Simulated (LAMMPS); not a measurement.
Consider a symmetric tilt boundary about [001] in CdSe (zinc blende), boundary plane (430) of one grain on (4-30) of the other (0 K).

All values are model results, not measurements: classical force field (static), pair style sw, file CdTeZnSeHgS0.sw; code LAMMPS.

Starting crystal:

```cif
data_Cd4Se4
_chemical_formula_sum 'Cd4 Se4'
_space_group_name_H-M_alt 'F-43m'
_space_group_IT_number 216
_space_group_name_Hall 'F -4 2 3'
_cell_length_a 6.05000
_cell_length_b 6.05000
_cell_length_c 6.05000
_cell_angle_alpha 90.000
_cell_angle_beta 90.000
_cell_angle_gamma 90.000
loop_
_atom_site_label
_atom_site_type_symbol
_atom_site_symmetry_multiplicity
_atom_site_Wyckoff_symbol
_atom_site_fract_x
_atom_site_fract_y
_atom_site_fract_z
_atom_site_occupancy
Cd1 Cd 4 a 0.00000 0.00000 0.00000 1
Se1 Se 4 d 0.75000 0.75000 0.75000 1
```

Question: Predict the excess volume, the largest excess energy of an atom, the disorientation (full cubic symmetry), the boundary energy (lowest found).

Answer: excess volume: 0.53 Å; largest excess energy of an atom: 0.66 eV; disorientation (full cubic symmetry): 16.26 °; boundary energy (lowest found): 1.04 J/m².

Caution: in zinc blende a boundary also has a polarity, which the axes of the two grains fix.
